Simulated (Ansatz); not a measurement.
# By hand: formation energy of the neutral C_i in SiC (4H, P6₃mc)

This concerns the formation energy of the neutral C_i in SiC (4H, P6₃mc). Reaction: C (graphite) + 64 SiC (4H) → cell A.

A: a supercell of 128 sites of SiC (4H, P6₃mc) with C off the lattice sites (1 C at 1.35 Å and 2 Si at 1.79 Å); spin state with PBE: run without spin.

Method: Ansatz (a quantum-chemistry and plane-wave program), PAW, neutral cells at 0 K with nuclei at rest, on structures from PBE+D3(BJ). Ansatz runs with its default PAW set. Other levels take these structures. The lattices are those relaxed with PBE+D3(BJ), so at other levels the solids can be strained. Larger cells are relaxed from a start prepared with the learned potential CHGNet till forces fall under 0.03 eV/Å, which some starts already meet. Mesh and cell size may move defect energies by 0.1 eV or more. The value holds for the reservoirs listed; other chemical potentials shift it. Cell A has symmetry Cm within 0.02 Å and got no random move, so less symmetric positions, which may lie lower, weren't tried.

Total energies of the cells in eV, at zero smearing width. They compare only within one column; the weights balance every element.

```
cell          atoms  weight     r2SCAN+D4
------------  -----  ------  ------------
A: SiC:C_i      129      +1  -57305.84481
C (graphite)      4    −1/4   -1006.96431
SiC (4H)        128      −1  -57061.14880
```

r2SCAN+D4: (-57305.84481) − 1/4 × (-1006.96431) − (-57061.14880) = 7.045 eV.

What follows from the r2SCAN+D4 value: The value above is the C-rich limit, with C (graphite) as reservoir. The host forms with -0.33 eV/atom at this level, so before it gives way to its other element Δμ(C) can go down to -0.33 × 2 = -0.66 eV (other compounds may narrow the range). The defect takes up 1 C, so the C-poor limit is 7.05 − 1 × (-0.66) = 7.71 eV.
